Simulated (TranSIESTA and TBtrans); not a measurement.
System: Na chain with one B atom in place of Na. Leads: straight Na chain, spacing 3.498 Å. Geometry: 3 atoms about the centre moved by SIESTA (PBE, DZP) to a largest force of 0.06 eV/Å, all others as built, motion along the axis alone. Transport runs along z; the first 6 and the last 6 of the 19 atoms are the lead cells, repeated to infinity.

```xyz
19
Lattice="9.000 0.000 0.000 0.000 9.000 0.000 0.000 0.000 65.264" Properties=species:S:1:pos:R:3 pbc="F F T"
Na     4.500     4.500     0.000
Na     4.500     4.500     3.498
Na     4.500     4.500     6.996
Na     4.500     4.500    10.494
Na     4.500     4.500    13.992
Na     4.500     4.500    17.490
Na     4.500     4.500    20.988
Na     4.500     4.500    24.486
Na     4.500     4.500    28.159
B      4.500     4.500    30.883
Na     4.500     4.500    33.608
Na     4.500     4.500    37.280
Na     4.500     4.500    40.778
Na     4.500     4.500    44.276
Na     4.500     4.500    47.774
Na     4.500     4.500    51.272
Na     4.500     4.500    54.770
Na     4.500     4.500    58.268
Na     4.500     4.500    61.766
```

Run with TranSIESTA and TBtrans (open boundaries, self-consistent; PseudoDojo norm-conserving potentials, scalar-relativistic): PAO.BasisSize DZP, PAO.EnergyShift 0.15 eV, XC.Authors PBE, Mesh.Cutoff 200 Ry, ElectronicTemperature 300 K, TS.Voltage 0.0 eV, TBT.Elecs.Eta 0.001 eV, no spin polarisation.

Energies count from the leads' Fermi level. Transmissions are for one spin of a degenerate pair. The energy step is 0.01 eV; narrower resonances are cut or missed.

| E (eV) | T |
|---|---|
| -0.20 | 0.513 |
| -0.15 | 0.522 |
| -0.10 | 0.525 |
| -0.05 | 0.521 |
| 0.00 | 0.513 |
| 0.05 | 0.500 |
| 0.10 | 0.485 |
| 0.15 | 0.467 |
| 0.20 | 0.449 |

**Question.** Give the zero-bias conductance in μS and the resistance at 300 K.

**Answer.** At the Fermi level T = 0.513. Averaged with −∂f/∂E over the full grid (kT = 25.9 meV) it is 0.511. With G0 = 2e²/h = 77.48 μS, G = 39.6 μS and R = 1/G = 25.3 kΩ.

**Question.** The eigenchannels at the Fermi level transmit 0.513. What Fano factor of the shot noise follows at low temperature and bias?

**Answer.** F = Σ τ(1 − τ)/Σ τ = 0.250/0.513 = 0.49.

The straight chain is held at its spacing; free chains may zigzag or dimerise. No spin-polarised start was tried, so a magnetic state, if there is one, is missed.
